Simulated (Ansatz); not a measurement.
The starting structures come from a database of crystals and need not be the phases stable at ambient conditions.

By PBEsol, the system below comes out a metal.

Without scattering a metal conducts by its projected Fermi surface.

Consider the following.

```
CELL_PARAMETERS angstrom
      4.31646     0.00000     0.00000
      0.00000     4.21011    -1.04089
      0.00000    -2.69102     6.97403
ATOMIC_POSITIONS crystal
  Sb 0.25000 0.50005 0.25000
  Sb 0.75000 0.49995 0.75000
  Sb 0.75000 0.00006 0.25001
  Sb 0.25000 0.99994 0.74999
```

Space group of this cell: C2/m. The cell was relaxed by PBE-D3(BJ).

The current flows along the normal of the first two printed cell vectors. No spin-orbit coupling; the value is a mean over 0.1 eV about the Fermi level.

Give the ballistic conductance per area that PBEsol run with Ansatz (a program for electronic structure) yields.

0.95 × 10¹⁵ S/m² for both spins.
